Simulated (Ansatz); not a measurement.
## rock-salt TiN (1 1 0) on monoclinic HfO2 (0 1 0), half a monolayer of O at both interfaces (film strained to the substrate, faces as cut)

A periodic stack without vacuum, rock-salt TiN (1 1 0) on monoclinic HfO2 (0 1 0), half a monolayer of O at both interfaces (film strained to the substrate, faces as cut): substrate slab Hf20O44, film N24Ti24O4, surface cells [[0, -1], [2, -1]] and [[1, 1], [0, 4]], film strained by +2.8 and +3.8 %, faces O/O and NTi/NTi as cut (like faces can put a slab off its formula).

The start was prepared with a machine-learned potential, and the result is one local minimum, with the in-plane cell held and forces under 0.04 eV/Å; the film can end far from its bulk form.

Method: PBE (plane waves to 420 eV, PAW; Ansatz, an electronic-structure program). Spin–orbit coupling is left out; the runs are not spin-polarised; PBE gaps are too small against experiment. Its k-point mesh 6×3×1, Fermi–Dirac width 0.05 eV.

```
Property                                                                                     Value
--------------------------------------------------------------------------------  ----------------
interface area                                                                             54.5 Å²
period                                                                                     26.10 Å
gaps between the outermost planes at the two interfaces                           -1.40 and 0.07 Å
Hf–Ti contacts across the interfaces within 1.22 times the sum of covalent radii   14, mean 3.55 Å
O–Ti contacts across the interfaces within 1.22 times the sum of covalent radii    11, mean 1.92 Å
Hf–O contacts across the interfaces within 1.22 times the sum of covalent radii     2, mean 2.16 Å
```

```xyz
116
Lattice="5.3524 0.0003 -0.0454 7.0867 10.1702 0.3486 3.1210 2.2985 26.1872" Properties=species:S:1:pos:R:3 pbc="T T T"
Hf     4.4199     4.3925     2.3957
Hf    10.8866     9.1781     2.5425
Hf     2.0178     1.9290     1.9374
Hf     8.2133     6.9367     1.3961
Hf     4.4600     1.7747     4.8210
Hf     5.3848     6.9859     5.0580
Hf     7.1061     4.2207     4.4258
Hf     8.1040     9.2657     4.6080
O      5.2910     5.2198     4.0383
O     11.9629    10.5450     3.6281
O      0.7814     0.6994     5.5779
O      7.1582     5.8571     5.6499
O      2.5589     0.2305     0.8244
O      4.6915     5.9591     1.3579
O      7.9310     5.3335     2.8047
O      9.3465    10.5469     3.6167
O      6.4492     2.6856    -0.0921
O      6.7744     8.3717     1.2787
O      5.9615     2.9798     2.9538
O      6.7066     7.9650     3.8148
O      3.1996     2.8533     3.4777
O      9.4210     7.9243     3.3456
O      3.4039     3.1740     0.9607
O      9.2669     8.0648    -0.1421
Hf     4.4455     4.0395     7.4898
Hf    10.7135     9.0959     7.7202
Hf     1.8119     1.7441     6.9890
Hf     8.0588     6.8721     7.1830
Hf     4.5348     1.6334    10.0121
Hf    10.7069     6.6695    10.2326
Hf     7.1292     3.9519     9.6260
Hf     8.0150     9.0204     9.8853
O      5.4536     5.0432     8.9980
O     11.7336    10.1833     9.0915
O     13.3394    10.6905    11.0551
O      7.0451     5.5758    10.9772
O      3.5015     0.6788     6.1789
O      4.4747     5.8539     6.5701
O      8.1044     5.0886     8.2575
O      9.0102    10.1767     8.4587
O      5.6924     3.1646     5.8712
O      6.6345     8.3014     6.3021
O      5.9186     2.6189     8.4451
O      6.8061     7.6488     8.7213
O      3.2356     2.5948     8.6172
O      9.4678     7.7114     8.8460
O      3.0115     3.2205     5.9792
O      9.3088     8.2845     6.0660
Hf     4.3004     3.7555    12.6805
Hf    10.7911     8.8846    12.7594
Hf     7.1419     1.6197    12.2030
Hf     7.9618     6.5160    12.4788
O     10.6578    10.7275    11.7761
O      9.7144     5.4618    11.4633
O      8.5962     5.0994    13.6895
O      9.0905     9.9170    13.6468
O      5.7433     2.9688    11.1803
O      6.5259     8.2304    11.1744
O      5.6470     2.4098    13.7589
O      6.4035     7.2759    13.5261
O      3.1314     2.3319    13.6861
O      8.5126     8.0608    15.6694
O      3.0261     3.0215    11.1791
O      9.2426     7.9978    11.5841
N      9.3419     5.7741    17.1946
N     11.3938     8.2243    17.2630
N     12.6393    10.9204    16.7370
N      7.2608     3.4295    16.9415
N      4.7578     3.3774    18.4633
N      6.6627     5.7550    18.4718
N      8.4868     8.2157    18.6060
N     10.2540    10.8068    18.7075
N      7.5898     3.2139    19.8872
N      9.3539     5.7263    20.0452
N     11.0920     8.2293    20.0317
N     12.8316    10.7302    20.0015
N     10.1794    10.7432    21.4969
N      4.9101     3.0838    21.3315
N      6.6851     5.6412    21.5161
N      8.4380     8.1739    21.4948
N     12.7931    10.5877    22.9900
N      7.6353     3.0649    22.7190
N      9.3458     5.5344    22.9364
N     11.0888     8.1481    22.8901
N      8.1720     8.1896    24.2612
N     10.2765    10.4671    24.2304
N      4.8475     2.9334    24.1697
N      6.8081     5.4054    24.3281
Ti     8.2952     4.4045    18.2928
Ti    10.3819     7.1291    18.4328
Ti    11.8836     9.7597    18.2817
Ti     7.2100     1.5670    17.1163
Ti     5.5822     4.5469    17.2644
Ti     7.7920     7.1738    17.2045
Ti     8.3329     9.7608    15.3353
Ti     4.3629     1.3378    14.7606
Ti     6.7227     1.9142    21.2089
Ti     8.5587     4.3606    21.3813
Ti    10.2138     6.9288    21.5915
Ti    11.9138     9.4416    21.3983
Ti     4.0302     1.9865    19.7327
Ti     5.7883     4.4560    19.9889
Ti     7.5517     6.8839    20.0938
Ti     9.2553     9.5497    19.9854
Ti    11.8460     9.2101    24.4429
Ti    13.0552    12.0939    25.6474
Ti     8.4803     4.0120    24.4590
Ti    10.9910     6.0973    25.5962
Ti     9.1123     9.3997    23.1380
Ti    11.0328    11.7722    23.1519
Ti     5.8420     4.2589    22.8448
Ti     7.6568     6.7676    23.0993
O     11.8934     9.9614    14.3110
O      8.0517     0.7438    15.6476
O      7.6470     2.7804    25.4149
O     10.9573     8.0018    25.8951
```
